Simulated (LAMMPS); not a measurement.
MD of Cu (fcc) at zero pressure over temperature, 2048 atoms; each row names its start.

Model: classical MD, pair style eam/alloy, file Cu_zhou.eam.alloy (LAMMPS).

| T (K), start | state | volume | enthalpy | first peak of g(r) | coordination number | D(Cu) |
|---|---|---|---|---|---|---|
| 100, crystal | crystal; no diffusion seen in 30 ps | 11.8370 ± 0.0001 Å³/atom | -3.5139 ± 0.0001 eV/atom | 2.55 Å, height 12.2 | 12.0 (counted to 3.06 Å) | - |
| 300, crystal | crystal; no diffusion seen in 30 ps | 11.9075 ± 0.0002 Å³/atom | -3.4610 ± 0.0001 eV/atom | 2.55 Å, height 7.3 | 12.0 (counted to 3.10 Å) | - |
| 610, crystal | crystal; no diffusion seen in 30 ps | 12.0575 ± 0.0007 Å³/atom | -3.3762 ± 0.0002 eV/atom | 2.55 Å, height 4.9 | 12.0 (counted to 3.14 Å) | - |
| 810, crystal | crystal; no diffusion seen in 30 ps | 12.1867 ± 0.0005 Å³/atom | -3.3191 ± 0.0003 eV/atom | 2.55 Å, height 4.2 | 12.0 (counted to 3.14 Å) | - |
| 1020, crystal | crystal; no diffusion seen in 30 ps | 12.3631 ± 0.0004 Å³/atom | -3.2545 ± 0.0001 eV/atom | 2.54 Å, height 3.7 | 12.2 (counted to 3.22 Å) | - |
| 1220, crystal | crystal; no diffusion seen in 30 ps | 12.585 ± 0.003 Å³/atom | -3.1868 ± 0.0006 eV/atom | 2.54 Å, height 3.3 | 12.3 (counted to 3.26 Å) | - |
| 1630, crystal | liquid | 13.818 ± 0.003 Å³/atom | -2.9411 ± 0.0004 eV/atom | 2.48 Å, height 2.3 | 12.7 (counted to 3.50 Å) | (7.53 ± 0.10) × 10^-5 cm²/s |
| 750, melt | liquid | 12.568 ± 0.003 Å³/atom | -3.2368 ± 0.0005 eV/atom | 2.50 Å, height 3.2 | 13.2 (counted to 3.42 Å) | (6.0 ± 0.1) × 10^-6 cm²/s |
| 1220, melt | liquid | 13.250 ± 0.002 Å³/atom | -3.0732 ± 0.0005 eV/atom | 2.49 Å, height 2.6 | 12.9 (counted to 3.46 Å) | (3.74 ± 0.06) × 10^-5 cm²/s |
| 1360, melt | liquid | 13.448 ± 0.002 Å³/atom | -3.0270 ± 0.0003 eV/atom | 2.49 Å, height 2.5 | 13.1 (counted to 3.50 Å) | (4.9 ± 0.1) × 10^-5 cm²/s |
| 1490, melt | liquid | 13.627 ± 0.003 Å³/atom | -2.9855 ± 0.0004 eV/atom | 2.47 Å, height 2.4 | 13.2 (counted to 3.54 Å) | (6.2 ± 0.3) × 10^-5 cm²/s |
| 1700, melt | liquid | 13.905 ± 0.003 Å³/atom | -2.9206 ± 0.0005 eV/atom | 2.47 Å, height 2.3 | 13.3 (counted to 3.58 Å) | (8.1 ± 0.1) × 10^-5 cm²/s |
| 1900, melt | liquid | 14.164 ± 0.003 Å³/atom | -2.8602 ± 0.0005 eV/atom | 2.47 Å, height 2.2 | 12.8 (counted to 3.54 Å) | (1.01 ± 0.03) × 10^-4 cm²/s |

Measured linear expansion coefficient: 16.50 1e-6/K at 293 K (Kaye and Laby Online (NPL), 2.3.5 Thermal expansion).

Measured melting point: 1358 K (Wikipedia, Melting points of the elements (data page)).

Caution (row 1220, crystal): this crystal lies over the melting point of about 1140 K that EAM-type Cu_zhou.eam.alloy gives, so it is superheated.

Caution (row 750, melt): this liquid lies under the melting point of about 1140 K that EAM-type Cu_zhou.eam.alloy gives, so it is undercooled.

From the crystal rows between 100 and 300 K, estimate the mean linear expansion coefficient and the heat capacity. The slope of ln V over three gives 9.9 × 10^-6 /K, and dH/dT = 3.1 kB/atom. Nuclei are classical here, so the heat capacity stays near 3 kB/atom, where a real crystal's falls off below its Debye temperature.

Fit an Arrhenius law to the diffusion of Cu in the liquid. ln D against 1/T from 750 to 1900 K gives an activation energy of 0.30 eV and D0 = 0.00065 cm²/s.

States go by the mean squared displacement: a species diffuses where it passes 1.5 Å², still rises and gives D over 1e-6 cm²/s; a crystal has left its structure where atoms lie 0.35 Å off their sites on average or a cubic box changes its shape by 3 %, or the axial ratios of another lie 8 % off the starting cell's, which the potential's own relaxation can also do.

Errors of D are the spread over four groups of atoms in one short run; a floor of about 5 %, a picked value, is safer.

Errors shown are sampling errors alone.
